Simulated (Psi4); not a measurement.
Psi4 1.11, WB97X/def2-svpd: Sn(Cl)3 ([Cl][Sn-]([Cl])[Cl]), charge -1, multiplicity 1, 4 atoms. The geometry is a generated start, not checked to be a minimum at this level.

- task = energy
- method = wb97x
- basis = def2-svpd
- memory = 3 GB
- maxiter = 100
- keys of the molecule block = symmetry c1
- scf_type = df (default)
- e_convergence = 1e-06 (default)
- d_convergence = 1e-06 (default)
- dft_radial_points = 75 (default)
- dft_spherical_points = 302 (default)
- effective core potentials = those of the basis set, past Kr
- basis functions = 113
- grid points = 87193

```xyz
4

Sn     0.0049     0.0017     0.8583
Cl    -1.9326    -1.0846    -0.2738
Cl     0.0258     2.2143    -0.2899
Cl     1.9019    -1.1314    -0.2946
```

Charge -1 and multiplicity 1 are set for this test and not shown to be the ground state.

With the defaults (damping_percentage = 0, diis = true, scf_initial_accelerator = adiis, guess = auto, which took SAD, soscf = false, soscf_start_convergence = 0.01, diis_max_vecs = 10) it converges in 8 SCF iterations. One run each on 2 threads, with these changes:
- guess = core
- damping_percentage = 60, diis = false, scf_initial_accelerator = none
- scf_initial_accelerator = ediis
- diis_max_vecs = 6
- soscf = true, soscf_start_convergence = 0.001
- damping_percentage = 20
- guess = huckel
- damping_percentage = 60
- guess = modhuckel

**Question.** Which of these changes keep the SCF from converging, or lead it to another solution?

**Answer.** No convergence: damping_percentage = 60 (the run ends without SCF convergence in 100 iterations). The rest reach the solution of the defaults.

```json
[
 {"setting": "soscf = true, soscf_start_convergence = 0.001", "SCF iterations": "6", "JK calls": "17", "end": "same solution"},
 {"setting": "the defaults", "SCF iterations": "8", "JK calls": "9", "end": "same solution"},
 {"setting": "guess = modhuckel", "SCF iterations": "8", "JK calls": "21", "end": "same solution"},
 {"setting": "guess = huckel", "SCF iterations": "8", "JK calls": "21", "end": "same solution"},
 {"setting": "scf_initial_accelerator = ediis", "SCF iterations": "8", "JK calls": "9", "end": "same solution"},
 {"setting": "diis_max_vecs = 6", "SCF iterations": "8", "JK calls": "9", "end": "same solution"},
 {"setting": "guess = core", "SCF iterations": "11", "JK calls": "11", "end": "same solution"},
 {"setting": "damping_percentage = 20", "SCF iterations": "18", "JK calls": "19", "end": "same solution"},
 {"setting": "damping_percentage = 60, diis = false, scf_initial_accelerator = none", "SCF iterations": "71", "JK calls": "72", "end": "same solution"},
 {"setting": "damping_percentage = 60", "SCF iterations": "100", "JK calls": "101", "end": "no convergence"}
]
```

An SOSCF iteration holds several JK calls; a Hückel guess adds calls on atoms.
